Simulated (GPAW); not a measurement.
Input and output of a self-consistent single point for CuI (F-43m, 2 atoms in the cell) (GPAW)

Level of theory: PBE, GPAW PAW datasets PBE (gpaw-data 1.0.1) (plane waves; GPAW).

The input file:

```python
from ase import Atoms
from ase.units import GPa
from gpaw import GPAW

atoms = Atoms(['Cu', 'I'],
              cell=[[0.000000, 3.025000, 3.025000],
                    [3.025000, 0.000000, 3.025000],
                    [3.025000, 3.025000, 0.000000]],
              scaled_positions=[[0.000000, 0.000000, 0.000000],
                                [0.250000, 0.250000, 0.250000]],
              pbc=True)

calc = GPAW(mode={'name': 'pw', 'ecut': 800},
            xc='PBE',
            kpts=(5, 5, 5),
            occupations={'name': 'fermi-dirac', 'width': 0.01},
            nbands=-4,
            convergence={'bands': -2},
            symmetry={'symmorphic': False, 'tolerance': 0.0005},
            maxiter=150)

atoms.calc = calc

energy = atoms.get_potential_energy()
print('Energy (eV):', round(energy, 6))
forces = atoms.get_forces()
print('Forces (eV/Ang):')
print(forces.round(5))
stress = atoms.get_stress()
print('Stress (GPa, Voigt):', (stress / GPa).round(4))
```

Output (repeated stretches shortened):

```
Input parameters:
  convergence: {bands: -2}
  kpts: [5 5 5]
  maxiter: 150
  mode: {ecut: 800,
         name: pw}
  nbands: -4
  occupations: {name: fermi-dirac,
                width: 0.01}
  symmetry: {symmorphic: False,
             tolerance: 0.0005}
  xc: PBE

species:
  Cu:
    name: Copper
    Z: 29.0
    valence: 11
    core: 18
    charge: 0.0
    file: Cu.PBE.gz

    # Using partial waves for Cu as LCAO basis

  I:
    name: Iodine
    Z: 53.0
    valence: 7
    core: 46
    charge: 0.0
    file: I.PBE.gz

    # Using partial waves for I as LCAO basis

Reference energy: -238562.247507  # eV

Spin-paired calculation

Convergence criteria:
 Maximum [total energy] change in last 3 cyles: 0.0005 eV / valence electron
 Maximum integral of absolute [dens]ity change: 0.0001 electrons / valence electron
 Maximum integral of absolute [eigenst]ate change: 4e-08 eV^2 / valence electron
 Maximum number of scf [iter]ations: 150

Symmetries present (total): 24
Symmetries with fractional translations: 0
125 k-points: 5 x 5 x 5 Monkhorst-Pack grid
10 k-points in the irreducible part of the Brillouin zone
       k-points in crystal coordinates                weights
   0:     0.00000000    0.00000000    0.00000000          1/125
   1:     0.20000000    0.20000000    0.00000000          6/125
   2:     0.20000000    0.20000000    0.20000000          8/125
   [... 7 lines left out ...]

Wave functions: Plane wave expansion
  Cutoff energy: 800.000 eV
  Number of coefficients (min, max): 2741, 2856
  Pulay-stress correction: 0.000000 eV/Ang^3 (de/decut=0.000000)

Occupation numbers: Fermi-Dirac:
  width: 0.0100  # eV

Eigensolver

Densities:
  Coarse grid: 28*28*28 grid
  Fine grid: 56*56*56 grid
  Total Charge: 0.000000

Density mixing:
  Method: separate
  Backend: pulay
  Linear mixing parameter: 0.05
  old densities: 5
  Damping of long wavelength oscillations: 50

Hamiltonian:
  XC and Coulomb potentials evaluated on a 56*56*56 grid
  External potential:
    NoExternalPotential

XC parameters: PBE with 2 nearest neighbor stencil

Number of atoms: 2
Number of atomic orbitals: 13
Number of bands in calculation: 13
Number of valence electrons: 18
Bands to converge: 11

Density initialized from atomic densities
  13 bands from LCAO basis set

Atomic positions and initial magnetic moments

Positions:
   0 Cu     0.000000    0.000000    0.000000    ( 0.0000,  0.0000,  0.0000)
   1 I      1.512500    1.512500    1.512500    ( 0.0000,  0.0000,  0.0000)

Unit cell:
           periodic     x           y           z      points  spacing
  1. axis:    yes    0.000000    3.025000    3.025000    28     0.1247
  2. axis:    yes    3.025000    0.000000    3.025000    28     0.1247
  3. axis:    yes    3.025000    3.025000    0.000000    28     0.1247

  Lengths:   4.277996   4.277996   4.277996
  Angles:   60.000000  60.000000  60.000000

Effective grid spacing dv^(1/3) = 0.1361

     iter     time        total  log10-change:
                         energy   eigst   dens
iter:   1 --:--:--    -5.656880   +0.90
iter:   2 --:--:--    -5.607370   -0.75  -1.49
iter:   3 --:--:--    -5.615197   -0.62  -1.51
iter:   4 --:--:--    -5.654547   -1.90  -1.67
iter:   5 --:--:--    -5.474374   -1.14  -1.69
iter:   6 --:--:--    -5.475152   -2.73  -2.66
iter:   7 --:--:--    -5.474953c  -4.31  -2.77
iter:   8 --:--:--    -5.476593c  -3.24  -2.82
iter:   9 --:--:--    -5.475093c  -3.24  -2.70
iter:  10 --:--:--    -5.475389c  -4.03  -3.23
iter:  11 --:--:--    -5.475109c  -4.23  -3.15
iter:  12 --:--:--    -5.475127c  -5.48  -3.34
iter:  13 --:--:--    -5.475095c  -4.84  -3.63
iter:  14 --:--:--    -5.475095c  -6.53  -4.34c
iter:  15 --:--:--    -5.475096c  -6.05  -4.37c
iter:  16 --:--:--    -5.475095c  -7.21  -4.24c
iter:  17 --:--:--    -5.475095c  -6.60  -4.35c
iter:  18 --:--:--    -5.475095c  -8.12c -4.51c

Converged after 18 iterations.

Dipole moment: (-5.296905, -5.296905, -5.296905) |e|*Ang

Energy contributions relative to reference atoms: (reference = -238562.247507)

Kinetic:         +1.309954
Potential:       -1.940709
External:        +0.000000
XC:              -4.876823
Entropy (-ST):   -0.000000
Local:           +0.032483
SIC:             +0.000000
--------------------------
Free energy:     -5.475095
Extrapolated:    -5.475095

Showing only first 2 kpts
 Kpt  Band  Eigenvalues  Occupancy
  0     7      4.54541    2.00000
  0     8      4.54541    2.00000
  0     9      5.70136    0.00000
  0    10      9.42472    0.00000

  1     7      3.89303    2.00000
  1     8      3.89303    2.00000
  1     9      7.51455    0.00000
  1    10      8.20440    0.00000

Fermi level: 5.37908

Gap: 1.156 eV
Transition (v -> c):
  (s=0, k=0, n=8, [0.00, 0.00, 0.00]) -> (s=0, k=0, n=9, [0.00, 0.00, 0.00])
No difference between direct/indirect transitions
Energy (eV): -5.475095

Forces in eV/Ang:
  0 Cu    0.00000   -0.00000   -0.00000
  1 I     0.00000   -0.00000   -0.00000

Stress tensor:
    -0.006912    -0.000000    -0.000000
    -0.000000    -0.006912     0.000000
    -0.000000     0.000000    -0.006912
Stress (GPa, Voigt): [-1.1074 -1.1074 -1.1074  0.     -0.     -0.    ]
```

The run converged in 18 iterations. GPAW prints stress with tension positive.

The starting cell has typed, rounded lattice constants, without a prior relaxation at this level. Spin-orbit coupling is off.
